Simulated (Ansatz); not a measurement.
Effect of isotropic strain +2.45 % on HfO2

Start from HfO$_{2}$ in the fluorite structure (space group Fm-3m, No. 225; a = 5.0585 Å).

The change: the cell is scaled by 1.0245 in all directions, atoms relaxed at fixed cell.

Level of theory: Kohn–Sham DFT with the r2SCAN functional, run in Ansatz (a program for electronic structure) with PAW and 500 eV plane waves, spin-orbit coupling left out. Settings: 11×11×11 k-points, 0.05 eV Fermi–Dirac smearing.

| quantity | base | changed | shift |
|---|---|---|---|
| space group | Fm-3m (No. 225) | Fm-3m (No. 225) | – |
| energy relative to the base (free energy F) | 0 meV/atom | +46 meV/atom | +46 meV/atom |
| pressure | 0.0 kbar | -169.0 kbar | -169.0 kbar |
| band gap | 4.30 eV | 4.10 eV | -0.20 eV |
| gap character | direct at X | direct at X | – |
| mean gap deformation potential ΔEg/Δln V | – | -2.8 eV | – |
| width of the top valence band | 1.90 eV | 1.81 eV | -0.09 eV |
| electron mass | 1.1 mₑ along k, 0.76 mₑ across (at X) | 1.3 mₑ along k, 0.79 mₑ across (at X) | – |

Final structure:

```
CELL_PARAMETERS angstrom
      0.00000     2.59120     2.59120
      2.59120     0.00000     2.59120
      2.59120     2.59120     0.00000
ATOMIC_POSITIONS crystal
  Hf 0.00000 0.00000 0.00000
  O  0.25000 0.25000 0.25000
  O  0.75000 0.75000 0.75000
```

With Hf present, leaving out spin-orbit coupling can change the band edges. Masses are band curvatures over ±0.01 Å⁻¹ around the edge. Along k means along the line from Γ to the band edge. Stability against distortions was not tested. This is not the structure that HfO2 has at room temperature and ambient pressure.
